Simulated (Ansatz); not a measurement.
Here is the system:

```yaml
crystal:
  lattice:
    - [3.49693, 0.00000, 0.00000]
    - [-1.74847, 3.02843, 0.00000]
    - [0.00000, 0.00000, 17.27314]
  atoms:
    - { symbol: As, position: [0.66667, 0.33333, 0.54113] }
    - { symbol: As, position: [0.33333, 0.66667, 0.45887] }
```

The numbers are results of PBE, rigid bands (plane waves, PAW, scalar-relativistic; Ansatz, a first-principles code), not measurements. Condition of this run: biaxial strain -3 %. Geometry: cell and atoms relaxed with PBE, then loaded as said.

Question: What conductivity effective mass do dilute electrons have at 300 K?

Answer: 0.22 mₑ.

Question: And the band gap?

Answer: 1.29 eV at this level; semilocal functionals usually fall short of the measured gap.

Rigid bands, one relaxation time for all states, no polarons. Spin-orbit coupling is left out; where it splits the top of the valence band it changes the hole mass and lowers the gap by about a third of the splitting.
